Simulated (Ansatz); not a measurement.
**Input and output of a self-consistent single point for LaPt2 (R3m, 6 atoms in the cell) (Ansatz, a quantum-chemistry and plane-wave program)**

Method: LDA (PW92), default PAW files made with PBE (plane waves; Ansatz).

This input was run:

Ansatz 0.2 input:
```yaml
# LaPt2
crystal:
  lattice:
    - [0.000000, 3.892445, 3.892445]
    - [3.892445, 0.000000, 3.892445]
    - [3.892445, 3.892445, 0.000000]
  atoms:
    - { symbol: La, position_ang: [3.921311, 3.921311, 3.921311] }
    - { symbol: La, position_ang: [5.838667, 5.838667, 5.838667] }
    - { symbol: Pt, position_ang: [0.973111, 0.973111, 0.973111] }
    - { symbol: Pt, position_ang: [0.973111, 2.919334, 2.919334] }
    - { symbol: Pt, position_ang: [2.919334, 2.919334, 0.973111] }
    - { symbol: Pt, position_ang: [2.919334, 0.973111, 2.919334] }
basis:
  ecutwfc: 420.0
kpoints:
  mp_grid: { grid: [5, 5, 5] }
hamiltonian:
  xc: lda
  pseudopotentials: { kind: paw }
scf:
  occupations: { method: fermi_dirac, width: 0.1 }
output:
  forces: true
  eigenvalues: true
  stress: true
```

Log, with long lists cut:

```
WARN ansatz: RAYON_NUM_THREADS=1 ignored (pool sized by the plan → 1); use --threads N
Pseudopotentials: kind: paw
Pseudopotential: La, paw, valence charge 11
Pseudopotential: Pt, paw, valence charge 18
Crystal: 6 atoms, lattice volume = 117.950 Å³
Basis set: ecut = 420 eV, 2277 PW (Γ)
Bands: 57, of which v1, the nominal top of the filled ones, is band 47 counted from 1 (46 counted from 0)
Symmetry: 6 space group operations
Space group: R3m (ITA 160), of the structure as read, at distance tolerance 4.9e-5 Å
k-points: 19 of 125 (time reversal used)
PAW frozen core: La, regenerated for the run's functional, and the local potential with it
PAW frozen core: Pt, regenerated for the run's functional, and the local potential with it
Initial density: superposition of atomic densities (neutral atoms: chi_scale 0, normalization atom), corrected by the library's trained network
Initial wavefunctions: pseudopotential atomic-orbital guess
Eigensolver: davidson
Functional: x = slater, c = lda
SCF iter   1: F=—  HF=-61138.760548 eV  |F-HF|=—  |Δ(HF+E_count)|=         —  Δρ=6.14e-3  dr2=2.61e-2  ethr=1.77e-3  ⟨swp⟩=7.2  Hψ=4612  notcnv=0
all-band conjugate gradients solve this SCF's bands
preconditioner: auto → Kerker (q_TF=auto, 2.627 Å⁻¹)
SCF iter   2: F=—  HF=-61138.755070 eV  |F-HF|=—  |Δ(HF+E_count)|=   5.48e-3  Δρ=2.73e-3  dr2=3.92e-3  ethr=2.78e-5  ⟨swp⟩=2.7  Hψ=2450  notcnv=0
SCF iter   3: F=—  HF=-61138.754518 eV  |F-HF|=—  |Δ(HF+E_count)|=   5.52e-4  Δρ=1.41e-3  dr2=1.29e-3  ethr=4.17e-6  ⟨swp⟩=1.7  Hψ=1112  notcnv=0
SCF iter   4: F=—  HF=-61138.754171 eV  |F-HF|=—  |Δ(HF+E_count)|=   3.47e-4  Δρ=1.27e-4  dr2=2.82e-5  ethr=1.38e-6  ⟨swp⟩=2.0  Hψ=1693  notcnv=0
SCF iter   5: F=—  HF=-61138.754162 eV  |F-HF|=—  |Δ(HF+E_count)|=   9.47e-6  Δρ=3.32e-5  dr2=2.09e-6  ethr=3.00e-8  ⟨swp⟩=2.0  Hψ=2005  notcnv=0
SCF iter   6: F=—  HF=-61138.754162 eV  |F-HF|=—  |Δ(HF+E_count)|=   1.97e-7  Δρ=1.63e-5  dr2=4.29e-7  ethr=2.22e-9  ⟨swp⟩=2.0  Hψ=1722  notcnv=0
SCF iter   7: F=-61138.754162 eV  HF=-61138.754162 eV  |F-HF|=2.76e-9  |Δ(HF+E_count)|=   4.32e-8  Δρ=3.52e-6  dr2=1.30e-8  ethr=1.06e-10  ⟨swp⟩=8.9  Hψ=5022  notcnv=0
SCF 1 converged in 7 iterations: F = -61138.754162 eV  dr2 = 1.30e-8
SCF converged after 7 iterations
Free energy (F): -61138.754162 eV
Harris-Foulkes:  -61138.754162 eV  (|F-HF|=2.76e-9)
Internal energy: -61138.671449 eV  (E = F + TS)
E sigma→0 (E₀):  -61138.712805 eV
Entropy (-TS):   -0.082713 eV (-13.785 meV/atom)
Fermi energy:    18.958743 eV
--- Per-component energies (eV) ---
  E_band       = -765.665166
  E_kinetic    = 2944.013380
  E_local      = -8791.773321  (includes V_loc(G=0)·N_el)
  E_nonlocal   = 1024.468403
  E_hartree    = 3443.572892
  E_xc         = -1323.235689
  E_vxc        = -1512.230970  (∫ρ·V_xc dr)
  E_paw        = -47199.940308  (= ΣΔE_a)
  E_vpaw       = -1317.283517  (= ΣTr[D̂ρ^β])
  E_aug_tail   = 0.000666  (compensation charges beyond the density's cutoff)
  E_ewald      = -11238.278382
  E_core_change = 2.500911  (= ΣΔE_core)
  E_smearing   = -0.082713  (= −TS)
  E_closure    = 0.000000  (closes the sum)
  Σ components = -61138.754162   (vs F -61138.754162, Δ=0.00e0)
--- Forces (eV/Å), atoms counted from 1 ---
  atom   1  La    -0.13468454    -0.13468454    -0.13468454
  atom   2  La     0.06060911     0.06060911     0.06060911
  atom   3  Pt     0.00219234     0.00219234     0.00219234
  atom   4  Pt     0.03403903     0.01892089     0.01892089
  atom   5  Pt     0.01892089     0.01892089     0.03403903
  atom   6  Pt     0.01892089     0.03403903     0.01892089
  max |Σ_I F_I| component: 2.28e-6 eV/Å
--- Stress (GPa, compression-positive) ---
       -5.705361       0.148932       0.148932
        0.148932      -5.705361       0.148932
        0.148932       0.148932      -5.705361
  P = ⅓ Tr σ = -5.7054 GPa (-57.054 kbar)
  The stress holds the Pulay correction. Without it, at fixed plane waves, as pw.x and ABINIT print it: P = -5.7327 GPa
--- Band table (eV; the first three rows and the last of 19) ---
  k-point 0: bands = ["-79.7713", "-79.7495", "-79.7495", "-79.7331", "-34.2102", "-33.9714", "-33.9714", "-33.9622", "-33.8831", "-33.8831", "-33.7488", "-33.7404", "-33.7404", "-33.7300", "-33.7279", "-33.7279", "-13.8691", "-13.4405", "1.9485", [...]
  k-point 1: bands = ["-79.7695", "-79.7511", "-79.7495", "-79.7333", "-34.1851", "-33.9663", "-33.9591", "-33.9523", "-33.8782", "-33.8760", "-33.7701", "-33.7641", "-33.7482", "-33.7428", "-33.7291", "-33.7279", "-13.8396", "-13.4705", "1.9321", [...]
  k-point 2: bands = ["-79.7655", "-79.7547", "-79.7495", "-79.7336", "-34.1381", "-33.9459", "-33.9386", "-33.9374", "-33.8550", "-33.8515", "-33.8342", "-33.8080", "-33.7941", "-33.7432", "-33.7292", "-33.7279", "-13.7787", "-13.5321", "1.9043", [...]
  k-point 18: bands = ["-79.7665", "-79.7517", "-79.7495", "-79.7357", "-34.1114", "-33.9701", "-33.9317", "-33.9166", "-33.8605", "-33.8468", "-33.8137", "-33.7943", "-33.7889", "-33.7647", "-33.7634", "-33.7423", "-13.7215", "-13.5906", "1.7645", [...]
```

The run converged in 7 iterations.

The starting cell comes from a database of computed structures (which also holds hypothetical and non-ambient phases and stackings), without a prior relaxation at this level. Its lattice was rescaled by up to half a per cent. One atom was moved a little off its site on purpose. Spin-orbit coupling is off. Spin polarisation is off. With a pressure of about -6 GPa the cell is away from its equilibrium volume at this level. Ansatz's pressure includes its estimate of the finite-basis (Pulay) stress.
